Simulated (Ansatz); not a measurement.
A computed series for W: response to strain

Take W in the bcc (W type) structure (space group Im-3m, No. 229; a = 3.169 Å; relaxed with 0.1 eV smearing) as the base. Axes: x, y, z lie along the cube axes.

Strains are applied to the cell and any free atomic positions relax.

Method: plane-wave PAW DFT at the r2SCAN level (Ansatz, an electronic-structure program, 500 eV), no SOC.

Candidates:
(a) uniaxial strain ε_yy = +1.24 %
(b) isotropic strain −2.54 %
(c) uniaxial strain ε_zz = +2.54 %

Notes on the quantities. energy relative to the base: free energy F.

Order them by energy relative to the base, lowest first.

(a) uniaxial strain ε_yy = +1.24 % (+4.1 meV/atom), (c) uniaxial strain ε_zz = +2.54 % (+17 meV/atom), (b) isotropic strain −2.54 % (+100 meV/atom)

No phonon test of stability was made. All final runs are without spin polarisation.
